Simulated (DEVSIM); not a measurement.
System: Schottky contact on n-type Si, at 350 K.

| layer (left to right) | material | thickness (μm) | Nd (cm⁻³) | τn (s) | τp (s) |
|---|---|---|---|---|---|
| 1 | Si | 6.20 | 2.8e16 | 3.7e-7 | 3.7e-7 |

Left contact: Schottky, work function 4.72 eV, emission velocity 2.8e6 cm/s. Right contact: ohmic. Voltage is applied to the left contact. Recombination: SRH at mid-gap, radiative, Auger. Gap narrowing is on: ΔEg = 6.92 meV × (l + √(l² + 0.5)), l = ln(N/1.3e17 cm⁻³), shared equally by both band edges. Mobility is μmin + (μ − μmin)/(1 + (N/Nref)^α).

The device is made up for the run: typed textbook-type constants, with dimensions and the other settings drawn at random. Values at 300 K; Nc and Nv go as T^1.5, mobilities as T to minus their exponent, the gap by Varshni's rule with the affinity fixed.

```
parameter               Si
----------------  --------
gap (eV)             1.124
affinity (eV)         4.05
permittivity          11.7
Nc (cm⁻³)          2.86e19
Nv (cm⁻³)           3.1e19
μn (cm²/Vs)           1417
μp (cm²/Vs)            470
μn,min                  52
μp,min                  45
Nref,n              9.7e16
Nref,p              2.2e17
αn                    0.68
αp                    0.72
T exponent of μn       2.3
T exponent of μp       2.2
B (cm³/s)          4.7e-15
Cn (cm⁶/s)         2.8e-31
Cp (cm⁶/s)         9.9e-32
Varshni α (eV/K)  0.000473
Varshni β (K)          636
```

Model (solved in DEVSIM): 1D drift-diffusion, Boltzmann statistics, complete ionisation; no tunnelling, impact ionisation, image-force lowering or self-heating. Metal contacts follow the ideal Schottky-Mott rule: no Fermi-level pinning, no interface dipoles.

The temperature was swept, all else fixed.

```json
[
 {"temperature (K)": "250", "dark forward voltage at 100 A/cm² (V)": "0.435", "largest field in the device at zero bias (V/cm)": "66000", "potential step across the device at zero bias (V)": "0.526"},
 {"temperature (K)": "300", "dark forward voltage at 100 A/cm² (V)": "0.384", "largest field in the device at zero bias (V/cm)": "63000", "potential step across the device at zero bias (V)": "0.490"},
 {"temperature (K)": "350", "dark forward voltage at 100 A/cm² (V)": "0.333", "largest field in the device at zero bias (V/cm)": "60000", "potential step across the device at zero bias (V)": "0.454"},
 {"temperature (K)": "400", "dark forward voltage at 100 A/cm² (V)": "0.283", "largest field in the device at zero bias (V/cm)": "57000", "potential step across the device at zero bias (V)": "0.416"},
 {"temperature (K)": "450", "dark forward voltage at 100 A/cm² (V)": "0.234", "largest field in the device at zero bias (V/cm)": "54000", "potential step across the device at zero bias (V)": "0.377"},
 {"temperature (K)": "500", "dark forward voltage at 100 A/cm² (V)": "___", "largest field in the device at zero bias (V/cm)": "51000", "potential step across the device at zero bias (V)": "0.338"}
]
```

### Question
Fill in the missing entries.

### Answer

- 500, dark forward voltage at 100 A/cm² (V): 0.186
